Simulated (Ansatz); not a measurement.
# CsSnI3 under a change: Cs → Na

Start from CsSnI$_{3}$ in the cubic perovskite structure (space group Pm-3m, No. 221; a = 6.130 Å).

It is then changed as follows: Na takes the place of Cs on all its sites, then cell and atoms are relaxed.

Computed with PBEsol (Ansatz, a first-principles code), scalar-relativistic without spin-orbit coupling. Γ-centred 8×8×8 mesh, Fermi–Dirac width 0.05 eV.

The volume per atom falls by 0.99 Å³ (46.08 Å³ → 45.09 Å³) and the lattice parameter a drops by 4.4 pm to 608.6 pm. The space group stays Pm-3m (No. 221) and the shortest interatomic distance drops by 2.2 pm to 304.3 pm. The band gap goes from 0.10 eV to zero.

Final structure:

```xyz
5
Lattice="6.0861 0.0000 0.0000 0.0000 6.0861 0.0000 0.0000 0.0000 6.0861" Properties=species:S:1:pos:R:3 pbc="T T T"
Na     0.0000     0.0000     0.0000
Sn     3.0430     3.0430     3.0430
I      0.0000     3.0430     3.0430
I      3.0430     3.0430     0.0000
I      3.0430     0.0000     3.0430
```

Cost of the whole job for the changed cell (relaxation, final SCF and bands): around 2.1 core-minutes (rough).

Spin-orbit coupling, missing from the scalar runs, can matter with I. Whether these cells are dynamically stable was not tested. As relaxed here, NaSnI3 is a hypothetical phase, not in the database extracts checked. The final runs are not spin-polarised. Many cubic perovskites are stable only at high temperature; tilts and polar distortions were not tested. A zero or small gap of NaSnI3 and CsSnI3 can be the functional's error rather than a property of the material.
